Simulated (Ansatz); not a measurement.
Take Hf2C (space group P4/nmm, No. 129; a = 3.600 Å, c = 6.807 Å; a hypothetical phase, not in the database extracts checked) as the base. Axes: x, y, z lie along a, b, c of the conventional cell.

Computed with Ansatz (a quantum-chemistry and plane-wave program) PBE-D3(BJ), without spin-orbit coupling.

Before the change:

```
Property           Result
---------------  --------
Volume per atom  14.70 Å³
Band gap             zero
```

Now apply this change: uniaxial stress, 3 GPa compression along z, with the cell and atoms free to relax against it.

Estimate the effect on the energy relative to the base, volume per atom and band gap.

The energy goes up by 1.2 meV/atom; the volume per atom shrinks by 0.066 Å³ to 14.64 Å³; the band gap stays zero.

Without a gap, meshes like the base's 13×13×7 leave anisotropic stresses uncertain by several tenths of a GPa, and small strain energies with them. Load acts through the strain it causes; cell and atoms are relaxed under it. Stability under load was not tested beyond the relaxation. All final runs are without spin polarisation. The program warned that a D3 coordination switch lies within reach, so dispersion energies are less smooth here.
